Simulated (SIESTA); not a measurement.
Input and output of a self-consistent single point for Nb3Au2 (I4/mmm, 5 atoms in the cell) (SIESTA).

Method: LDA PW92, numerical atomic orbitals DZP, PseudoDojo LDA standard norm-conserving potentials (rewritten from UPF to PSML) (SIESTA).

```
CELL_PARAMETERS angstrom
     -1.70781     1.70781     7.66090
      1.70781    -1.70781     7.66090
      1.70781     1.70781    -7.66090
ATOMIC_POSITIONS crystal
  Nb 0.00000 0.00000 0.00000
  Nb 0.39924 0.39924 0.00000
  Nb 0.60076 0.60076 0.00000
  Au 0.19977 0.19977 0.00000
  Au 0.80023 0.80023 0.00000
```

Reference input (self-consistent single point, DFT, GGA PBEsol, numerical atomic orbitals DZP, PseudoDojo PBEsol standard norm-conserving potentials (rewritten from UPF to PSML)): XC.functional = GGA; XC.authors = PBEsol; potentials = PseudoDojo PBEsol standard; PAO.BasisSize = DZP; PAO.EnergyShift = 0.01 Ry; MeshCutoff = 400 Ry; kgrid.MonkhorstPack = 7 7 7; OccupationFunction = MP; OccupationMPOrder = 0; ElectronicTemperature = 2320.9 K; MaxSCFIterations = 150; SCF.Mixer.Method = Pulay. This run's input differs from it in these lines:

```diff
@@ -1,2 +1,2 @@
-# files in the folder: Nb.psml Au.psml (PseudoDojo PBEsol standard)
+# files in the folder: Nb.psml Au.psml (PseudoDojo LDA standard)
 SystemName  Nb3Au2
@@ -25,4 +25,4 @@
 
-XC.functional                GGA
-XC.authors                   PBEsol
+XC.functional                LDA
+XC.authors                   PW92
 PAO.BasisSize                DZP
```

The program printed (abridged):

```
        iscf     Eharris(eV)        E_KS(eV)     FreeEng(eV)     dDmax    Ef(eV) dHmax(eV)
   scf:    1   -12914.951977   -13053.077473   -13053.172954  0.925485 -1.530138 37.324393
   scf:    2   -13112.598971   -13108.878133   -13108.942729  0.798653 -1.749616  9.778358
   scf:    3   -13114.120830   -13111.728963   -13111.793330  0.179425 -1.972316  5.818223
   scf:    4   -13117.494235   -13115.312481   -13115.382635  0.358190 -2.579534  2.500517
   scf:    5   -13115.586875   -13115.804086   -13115.874628  0.198582 -2.895108  2.159420
   [... 9 lines left out ...]
   scf:   15   -13115.953360   -13115.953355   -13116.028836  0.000166 -2.965103  0.001477
   scf:   16   -13115.953356   -13115.953356   -13116.028836  0.000115 -2.965367  0.002211
   scf:   17   -13115.953350   -13115.953353   -13116.028836  0.000027 -2.965423  0.000207
   scf:   18   -13115.953353   -13115.953353   -13116.028836  0.000010 -2.965455  0.000065
SCF Convergence by DM+H criterion
max |DM_out - DM_in|         :     0.0000095988
max |H_out - H_in|      (eV) :     0.0000645734
SCF cycle converged after 18 iterations

Using DM_out to compute the final energy and forces

siesta: E_KS(eV) =           -13115.9534

siesta: E_KS - E_eggbox =    -13115.9534

siesta: Atomic forces (eV/Ang):
     1   -0.000000   -0.000000    0.000000
     2    0.000087    0.000087    0.105665
     3   -0.000087   -0.000087   -0.105665
     4   -0.000629   -0.000629    0.082405
     5    0.000629    0.000629   -0.082405
   Tot   -0.000000   -0.000000    0.000000
   Max    0.105665
   Res    0.048930    sqrt( Sum f_i^2 / 3N )
   Max    0.105665    constrained

Stress tensor Voigt[x,y,z,yz,xz,xy] (kbar):      131.67      131.67      117.98       -0.05       -0.05        0.01
   [... lines left out ...]
siesta: FreeEng =    -13116.028836
   [... lines left out ...]
siesta:     0.082181    0.000009   -0.000034
siesta:     0.000009    0.082181   -0.000034
siesta:    -0.000034   -0.000034    0.073639

siesta: Cell volume =         89.375060 Ang**3

siesta: Pressure (static):
siesta:                Solid            Molecule  Units
siesta:          -0.00086405         -0.00082000  Ry/Bohr**3
siesta:          -0.07933332         -0.07528897  eV/Ang**3
siesta:        -127.10599758       -120.62623099  kBar
```

The run converged in 18 iterations. Against the reference run the pressure goes from -8.62 to -12.71 GPa and the largest force goes from 0.156 to 0.106 eV/Å.

The starting cell comes from a database of computed structures (which also holds hypothetical and non-ambient phases and stackings), without a prior relaxation at this level. Spin polarisation is off. Values carry the incompleteness of an atom-centred basis. With a pressure of about -13 GPa the cell is away from its equilibrium volume at this level.

Cost on one core of a shared machine: roughly 2 min.
